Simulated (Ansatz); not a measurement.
The parent structure is BN in the zinc blende structure (space group F-43m, No. 216; a = 3.6097 Å). Axes: x, y, z lie along the cube axes.

Calculations: Ansatz (a first-principles code), r2SCAN, PAW, cutoff 500 eV, spin-orbit coupling left out.

Strains are applied to the cell and any free atomic positions relax; under biaxial strain the out-of-plane vector relaxes too.

One change was made to it. Results:

The volume per atom falls by 0.22 Å³ to 5.66 Å³; the valence-band top at Γ (three highest levels, from the VBM) goes from 0.00, 0.00, 0.00 eV to 0.00, 0.00, -0.16 eV; the energy goes up by 18 meV/atom; the band gap decreases by 0.02 eV, from 5.00 eV to 4.98 eV.

Task: Which change produced these results?
A) biaxial strain −0.83 %, plane normal [111], relaxed out of plane
B) biaxial strain −2.50 %, plane normal [111], relaxed out of plane
C) biaxial strain −2.08 %, plane normal [111], relaxed out of plane

Result: C, biaxial strain −2.08 %, plane normal [111], relaxed out of plane. For comparison, the valence-band top at Γ in the other runs: biaxial strain −0.83 %, plane normal [111], relaxed out of plane gives 0.00, 0.00, -0.05 eV; biaxial strain −2.50 %, plane normal [111], relaxed out of plane gives 0.00, 0.00, -0.20 eV.

No phonon test of stability was made.
